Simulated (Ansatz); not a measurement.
# What pressure 22.5 GPa does to Pd

Take Pd in the fcc (Cu type) structure (space group Fm-3m, No. 225; a = 3.943 Å) as the base.

The change: a hydrostatic pressure of 22.5 GPa.

Method: PBE (Ansatz, an electronic-structure program), spin-orbit coupling left out. Γ-centred 20×20×20 mesh, Fermi–Dirac width 0.05 eV.

The volume per atom decreases by 1.48 Å³ to 13.84 Å³ and the density increases by 1.23 g/cm³ (11.53 g/cm³ → 12.76 g/cm³). The shortest interatomic distance shrinks by 0.093 Å, from 2.788 Å to 2.695 Å and the band gap is still zero.

Final structure:

```yaml
crystal:
  lattice:
    - [0.00000, 1.90584, 1.90584]
    - [1.90584, 0.00000, 1.90584]
    - [1.90584, 1.90584, 0.00000]
  atoms:
    - { symbol: Pd, position: [0.00000, 0.00000, 0.00000] }
```

Cost of the whole job for the changed cell (relaxation, final SCF and bands): roughly 18 core-seconds.

Load acts through the strain it causes; cell and atoms are relaxed under it. Whether these cells are dynamically stable was not tested. Competing high-pressure phases were not computed. The final runs are not spin-polarised.
